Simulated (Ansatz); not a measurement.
## Cost against accuracy: basis.ecutwfc for B4O12Sc3La (R32, 20 atoms in the cell)

Cell: a = 6.3733 Å, b = 6.3733 Å, c = 6.3733 Å, α = 103.24°, β = 103.24°, γ = 103.24°.

Method: LDA (PW92), default PAW files made with PBE (plane waves; Ansatz, a quantum-chemistry and plane-wave program).

Base settings: basis.ecutwfc = 420 eV; kpoints.mp_grid.grid = 3 3 3; hamiltonian.xc = lda; hamiltonian.pseudopotentials = {kind: paw} (the program's default PAW files); scf.occupations.method = gaussian; scf.occupations.width = 0.05 eV.

Misses are taken against the tightest run, 840 eV, which need not be fully converged itself. The energy is the free energy per atom.

The count of work is k-points × plane waves × bands × iterations; it is no time, and leaves out set-up, grids and terms that scale otherwise. 

Ansatz's pressure holds its estimate of the finite-basis (Pulay) stress, which hides part of the cutoff error; the uncorrected pressure shows it.

The starting cell comes from a database of published, mostly measured structures (it also holds non-ambient and calculated ones), without a prior relaxation at this level. Its lattice was rescaled by a random factor within 2.5 % of one. In the base run, with a pressure of about -15 GPa the cell is away from its equilibrium volume at this level. In the base run, forces exceed 1 eV/Å. Ansatz's pressure includes its estimate of the finite-basis (Pulay) stress.

The runs (basis.ecutwfc): 170 eV | 210 eV | 250 eV | 295 eV | 335 eV | 380 eV | 420 eV | 485 eV | 545 eV | 630 eV | 735 eV | 840 eV.

### Question
Which is the coarsest setting among those run that, with all tighter ones, holds the energy within 10 meV/atom of the reference, and what does it save?

### Answer
420 eV, off by 6.0 meV/atom; it needs 0.35 of the reference's count of work.

### Question
Which is the coarsest setting among those run that, with all tighter ones, holds the energy within 1 meV/atom of the reference, and what does it save?

### Answer
485 eV, off by 0.91 meV/atom; it needs 0.44 of the reference's count of work.

### Question
What does the step from 335 eV to 630 eV buy?

### Answer
It takes the miss in the energy from 110 to 0.50 meV/atom, for 2.6 times the count of work.

```tsv
basis.ecutwfc	energy less reference (meV/atom)	pressure less reference (GPa)	largest difference in the force on any atom (eV/Å)	uncorrected pressure less reference (GPa)	count of work / reference
170 eV	9372.99	-9.11	1.710	-325.91	0.10
210 eV	3710.08	1.79	0.868	-172.14	0.16
250 eV	1331.32	2.38	0.948	-78.98	0.18
295 eV	375.80	0.74	0.322	-28.66	0.21
335 eV	111.44	0.09	0.048	-10.58	0.25
380 eV	25.17	-0.05	0.014	-3.05	0.31
420 eV	6.03	-0.03	0.005	-0.85	0.35
485 eV	0.91	0.00	0.000	-0.03	0.44
545 eV	0.69	0.00	0.000	0.02	0.52
630 eV	0.50	0.00	0.000	0.01	0.65
735 eV	0.31	0.00	0.000	0.01	0.82
840 eV	0.00	0.00	0.000	0.00	1.0
```

Keys are those of Ansatz 0.2.
